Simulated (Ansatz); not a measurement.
# A constructed model of the (111) surface of fcc Ag, (√3x√3)R30° surface alloy, Si on one Ag site of the top plane (bottom of the slab: a bare face, its two planes held)

Computed with PBE (plane waves to 420 eV, PAW; Ansatz, a first-principles code).

Model: 18-atom slab, 11.9 Å thick at the start with caps and adatoms (thin: gaps and levels are the slab's own), 9x9x1 mesh, Fermi-Dirac 0.1 eV, dipole correction, 6 atoms held, the rest relaxed; symmetry of the start imposed; no spin, no spin-orbit, no U. It is one candidate, not shown to be the stable structure of the face.

```
Item                                                  Result
-----------------------------  -----------------------------
work function of the top face                        4.56 eV
energy released by relaxation                       0.072 eV
cost                           around 9 core-minutes (rough)
```
